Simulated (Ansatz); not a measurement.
Cell and atoms of amorphous Ti$_{4}$Zr$_{4}$Hf$_{4}$Nb$_{4}$Ta$_{4}$O$_{44}$:

```xyz
64
Lattice="9.2519 -0.1185 -0.0310 -0.1185 9.7911 -0.2833 -0.0310 -0.2833 9.4061" Properties=species:S:1:pos:R:3 pbc="T T T"
Ti     0.5908     9.4789     5.2100
Ti     6.5915     0.9327     6.1240
Ti     4.8446     3.0904     0.3693
Ti     0.0922     2.6542     6.6092
Zr     4.0420     9.5436     4.3001
Zr     2.5560     6.3202     4.5253
Zr     2.9868     5.0321     7.8206
Zr     6.5123     9.6101    -0.1824
Hf     1.2536     6.4348     1.0423
Hf     9.0587     6.1288     6.4242
Hf     2.9744     1.7213     7.3321
Hf     2.0015     2.8394     3.8209
Nb     6.3239     4.3618     7.4270
Nb     0.7757     8.6775     8.5651
Nb     7.3803     7.8152     3.1029
Nb     4.2784     7.5279     1.4854
Ta     5.1974     3.3131     3.9908
Ta     8.6504     4.4368     3.0553
Ta     1.0382     3.0743     0.7028
Ta     5.9284     7.3109     6.1680
O      4.1142     9.1841     2.3328
O      1.5143     1.8987     2.1526
O      0.3083     6.7568     8.5755
O      7.3360     6.7105     4.9794
O      1.6322     8.4834     0.7562
O      3.2468     6.3119     0.2132
O      2.1783    -0.0462     7.9499
O      2.9463     2.5711    -0.0213
O      0.0808     8.3045     6.5466
O      3.7572     1.8240     4.0682
O      4.6356     3.4966     2.0890
O      0.3665     2.1386     8.3705
O      5.1476     8.1749    -0.0537
O      1.3225     4.5045     9.2061
O      3.3420     4.4153     4.3046
O      6.7486     2.3239     7.1910
O      4.3567     3.3949     7.7969
O      6.8325     4.2572     3.3625
O      4.8111     5.9156     7.2164
O      7.1067     8.9633     1.7266
O      6.2349     1.7748     4.4966
O      8.5169     0.8631     6.0265
O      8.5385     3.3425     1.4593
O      7.1520     6.2305     7.4020
O      2.2048     8.6980     4.6405
O      5.6432     4.1561     5.6116
O      8.6059     6.3484     2.2250
O      1.4000     4.4817     2.3212
O      1.6228     1.4410     5.5802
O      4.5261     0.7626     6.4108
O      6.3528     8.9401     7.1170
O      1.9209     3.4701     6.7637
O      0.5173     5.8117     4.5465
O      6.1088     8.8789     4.5287
O      6.2007     4.3732    -0.1394
O      0.0422     3.2432     4.3899
O      8.4015     4.1819     6.8092
O      8.6236    -0.3187     9.2887
O      5.6751     1.4986     0.3044
O      8.8638     8.7906     3.7670
O      4.2629     7.3620     5.1595
O      1.9828     6.2277     6.5794
O      2.6374     6.8626     2.5860
O      5.6651     6.8120     2.4747
```

All values below come from PBE, scalar-relativistic without spin-orbit coupling (plane waves to 420 eV, PAW; Ansatz, an electronic-structure program).

A CHGNet melt-quench gave the starting glass, which DFT then relaxed. O atoms were pushed apart under 1.9 Å during the dynamics, to hinder bonds among them. The hot cell started wider than the set density and was brought back towards it in steps. It is the lowest in DFT energy of 2 quenches. It is a model cell: composition and starting density were chosen by hand, and all elements were melted together. No dispersion term was used. Its density started from a set value of 6.13 and ended at 5.99 g/cm³. The simulated quench (nominally 300 K/ps over its main leg) is rapid and tends to freeze in more defects than a deposited or slowly cooled glass has. Values belong to this one cell and scatter from quench to quench. Volume and shape were free in the relaxation.

Neighbours within Ti-Ti 3.12 Å, Ti-Zr 3.27 Å, Ti-Hf 3.23 Å, Ti-Nb 3.12 Å, Ti-Ta 3.12 Å, Ti-O 2.49 Å, Zr-Zr 3.41 Å, Zr-Hf 3.38 Å, Zr-Nb 3.27 Å, Zr-Ta 3.27 Å, Zr-O 2.65 Å, Hf-Hf 3.34 Å, Hf-Nb 3.23 Å, Hf-Ta 3.23 Å, Hf-O 2.65 Å, Nb-Nb 3.12 Å, Nb-Ta 3.12 Å, Nb-O 2.53 Å, Ta-Ta 3.12 Å, Ta-O 2.60 Å, O-O 1.58 Å count as bonded. Two cations that share two anions don't count as bonded, nor two that share one unless they lie closer than Ti-Ti 3.04 Å, Ti-Zr 3.18 Å, Ti-Hf 3.15 Å, Ti-Nb 3.04 Å, Ti-Ta 3.04 Å, Zr-Zr 3.32 Å, Zr-Hf 3.28 Å, Zr-Nb 3.18 Å, Zr-Ta 3.18 Å, Hf-Hf 3.25 Å, Hf-Nb 3.15 Å, Hf-Ta 3.15 Å, Nb-Nb 3.04 Å, Nb-Ta 3.04 Å, Ta-Ta 3.04 Å.

Give the coordination numbers, mean bond lengths and angles.


The mean coordination of Ti by anions comes out as 5.50 (2 with 5, 2 with 6). The mean coordination of Zr by anions comes out as 5.75 (1 with 5, 3 with 6), the mean coordination of Hf by anions is 6.50 (2 with 6, 2 with 7) and the mean coordination of Nb by anions is 5.75 (2 with 5, 1 with 6, 1 with 7). The mean coordination of Ta by anions comes out as 6.00 (4 with 6) and the mean coordination of O is 2.68 (18 with 2, 22 with 3, 4 with 4). The mean Hf-O bond comes out as 2.151 Å (spread 0.095 Å, 26 counted) and the mean Ta-O bond is 2.023 Å (spread 0.112 Å, 24 counted). The mean Zr-O bond comes out as 2.115 Å (spread 0.108 Å, 23 counted) and the mean Nb-O bond comes out as 2.011 Å (spread 0.135 Å, 23 counted). The bond angle at Ti comes out as mean 104.6°, spread 28.3°. The bond angle at Zr is mean 104.1°, spread 27.7°. The bond angle at Hf comes out as mean 102.2°, spread 28.8°. The bond angle at Nb comes out as mean 104.0°, spread 28.2°, the bond angle at Ta is mean 103.6°, spread 28.8° and the bond angle at O is mean 119.1°, spread 19.4°.

List the pairs of like atoms that count as bonded by the rules above.

There are none by these rules.
